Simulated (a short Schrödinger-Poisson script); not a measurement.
System: MOS inversion layer, Al2O3 on p-type Si(100), at 300 K.

From the gate side: 2.4 nm Al2O3; 1800 nm Si, acceptors 5.9e16 cm⁻³.

Constants are typed, rounded textbook-type inputs, not results; the design itself was drawn at random and stands for no fabricated device. Al2O3: permittivity 9, conduction-band edge (eV) 2.7, gap (eV) 6.8, electron mass (mₑ) 0.3. Si: permittivity 11.7, conduction-band edge (eV) 0, gap (eV) 1.124, Nv at 300 K (cm⁻³) 3.1e19.

Channel valleys (confinement mass, in-plane density-of-states mass, number): Δ2 0.916, 0.19, 2; Δ4 0.19, 0.417, 4. At the gate the conduction-band edge of layer 1 lies 3.02 eV − eVg above the Fermi level of the channel; the field vanishes at the back. Gaps are held at their typed values at every temperature. Mesh 0.03 nm at interfaces.

From a short Schrödinger-Poisson script (our own, NumPy): 1D Poisson equation in equilibrium, electrons quantum, Hartree (BenDaniel-Duke, 12 states a valley, the channel's in-plane mass for all, wave functions ending at the dielectric), parabolic valleys, classical holes, full ionisation, no traps, pinning or gate leakage.

```
Vg (V)  electrons (cm⁻²)  C (μF/cm²)  Δ2 E0 (meV from the Fermi level)  Δ4 E0 (meV from the Fermi level)
------  ----------------  ----------  --------------------------------  --------------------------------
0.2               5.84e9       0.110                             199.6                             228.2
0.25             3.34e10       0.246                             153.7                             183.2
0.3              1.46e11       0.641                             114.0                             145.3
0.35             4.09e11        1.11                              85.0                             119.4
0.4              8.02e11        1.43                              64.7                             102.9
0.45             1.28e12        1.65                              49.5                              92.0
0.5              1.82e12        1.81                              37.5                              84.1
0.55             2.40e12        1.92                              27.5                              78.2
0.6              3.02e12        2.01                              18.9                              73.5
0.65             3.66e12        2.08                              11.3                              69.7
0.7              4.32e12        2.14                               4.5                              66.4
0.75             4.99e12        2.19                              -1.8                              63.6
0.8              5.68e12        2.23                              -7.6                              61.1
0.85             6.38e12        2.26                             -13.1                              58.9
0.9              7.09e12        2.29                             -18.4                              56.8
0.95             7.81e12        2.32                             -23.3                              55.0
1                8.54e12        2.34                             -28.1                              53.2
1.05             9.27e12        2.36                             -32.8                              51.5
```

Gate voltages with under 1e9 electrons/cm² are left out.

**Question.** At Vg = 1.05 V the lowest Δ2 subband lies at -32.8 meV from the Fermi level. How many electrons does it hold, and what share of all?

**Answer.** The two-dimensional density of states is g m/(πħ²) = 1.59e11 cm⁻² meV⁻¹ (both spins), kT = 25.9 meV, so n = D kT ln(1 + exp(−E/kT)) = 6.22e12 cm⁻², 0.67 of the 9.27e12 cm⁻² in all.

**Question.** Compare the slope of the sheet density between 0.95 and 1.05 V with the geometric capacitance of the layers between gate and channel.

**Answer.** q Δn/ΔV = 2.34 μF/cm²; ε0/Σ(t/ε) = 3.32 μF/cm². The ratio is 0.70: the channel acts as a further capacitance in series.
